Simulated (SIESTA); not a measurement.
Input and output of a self-consistent single point for Rb3Sb (Fm-3m, 4 atoms in the cell) (SIESTA).

Method of the run: SIESTA with LDA PW92, numerical atomic orbitals TZP, PseudoDojo LDA standard norm-conserving potentials (rewritten from UPF to PSML).

```
CELL_PARAMETERS angstrom
      0.00000     4.22579     4.22579
      4.22579     0.00000     4.22579
      4.22579     4.22579     0.00000
ATOMIC_POSITIONS crystal
  Sb 0.00000 0.00000 0.00000
  Rb 0.50000 0.50000 0.50000
  Rb 0.25000 0.25000 0.25000
  Rb 0.75000 0.75000 0.75000
```

Reference input (self-consistent single point, DFT, LDA PW92, numerical atomic orbitals TZP, PseudoDojo LDA standard norm-conserving potentials (rewritten from UPF to PSML)): XC.functional = LDA; XC.authors = PW92; potentials = PseudoDojo LDA standard; PAO.BasisSize = TZP; PAO.EnergyShift = 0.005 Ry; MeshCutoff = 300 Ry; kgrid.MonkhorstPack = 4 4 4; OccupationFunction = FD; ElectronicTemperature = 0.1 eV; MaxSCFIterations = 150; SCF.Mixer.Method = Pulay; SCF.Mixer.Weight = 0.25. This run's input differs from it in these lines:

```diff
@@ -32,3 +32,3 @@
     0   4   0  0.0
-    0   0   4  0.0
+    0   0   4  0.5
 %endblock kgrid.MonkhorstPack
```

Output (repeated stretches shortened):

```
        iscf     Eharris(eV)        E_KS(eV)     FreeEng(eV)     dDmax    Ef(eV) dHmax(eV)
   scf:    1    -4664.374734    -4678.725419    -4678.725440  1.763796 -4.622371  4.655781
   scf:    2    -4681.168849    -4680.111951    -4680.112199  0.262272 -4.271843  2.154901
   scf:    3    -4680.585213    -4680.429722    -4680.430707  0.221555 -4.050371  0.916576
   scf:    4    -4680.453329    -4680.444975    -4680.446106  0.092720 -4.111143  0.256253
   scf:    5    -4680.449774    -4680.447998    -4680.449238  0.017640 -4.088662  0.044913
   scf:    6    -4680.448240    -4680.448157    -4680.449436  0.007455 -4.082462  0.007699
   scf:    7    -4680.448156    -4680.448156    -4680.449437  0.000560 -4.082528  0.007338
   scf:    8    -4680.448147    -4680.448153    -4680.449439  0.000918 -4.081742  0.002273
   scf:    9    -4680.448156    -4680.448154    -4680.449439  0.000183 -4.081995  0.000074
   scf:   10    -4680.448154    -4680.448154    -4680.449439  0.000004 -4.081994  0.000125
SCF Convergence by DM+H criterion
max |DM_out - DM_in|         :     0.0000035577
max |H_out - H_in|      (eV) :     0.0001251600
SCF cycle converged after 10 iterations

Using DM_out to compute the final energy and forces

siesta: E_KS(eV) =            -4680.4482

siesta: E_KS - E_eggbox =     -4680.4482

siesta: Atomic forces (eV/Ang):
     1    0.000000    0.000000    0.000000
     2   -0.000000   -0.000000   -0.000000
     3   -0.001637   -0.001637    0.001637
     4    0.001637    0.001637   -0.001637
   Tot    0.000000    0.000000    0.000000
   Max    0.001637
   Res    0.001157    sqrt( Sum f_i^2 / 3N )
   Max    0.001637    constrained

Stress tensor Voigt[x,y,z,yz,xz,xy] (kbar):      -15.70      -15.70      -15.70       -0.21       -0.21        0.21
(Free)E + p*V (eV/cell)    -4678.9707
   [... lines left out ...]
siesta: FreeEng =     -4680.449439
siesta: Cell volume =        150.921980 Ang**3
siesta:          15.69862294         15.67414621  kBar
   [... lines left out ...]
              0.160   0.160
   4  8.698   1.882   0.160  -0.200   0.541   1.946   1.946   1.946   0.160
              0.160   0.160

mulliken: Qtot =       42.000

Mulliken Atomic Populations:
Atom #   charge [q] valence [e]  Species
     1    -1.222764   16.222764  Sb
     2     0.619640    8.380360  Rb
     3     0.301562    8.698438  Rb
     4     0.301562    8.698438  Rb
 Total    -0.000000
```

The run converged in 10 iterations. Against the reference run the free energy falls by 2.6 meV/atom, the pressure moves little (1.62 to 1.57 GPa), the largest force hardly changes (0.000 to 0.003 eV/Å) and the gap on the mesh goes from 0.431 to 1.133 eV.

The starting cell was generated: these elements placed on a structure prototype, without a prior relaxation; it need not be a known phase or ordering of this composition. Spin-orbit coupling is off. Values carry the incompleteness of an atom-centred basis. The basis of the alkali or alkaline-earth atoms may lack their empty d shell, which can raise the gap. Another mesh or the band path of this cell gives a smaller gap, so this value is not converged in the mesh.
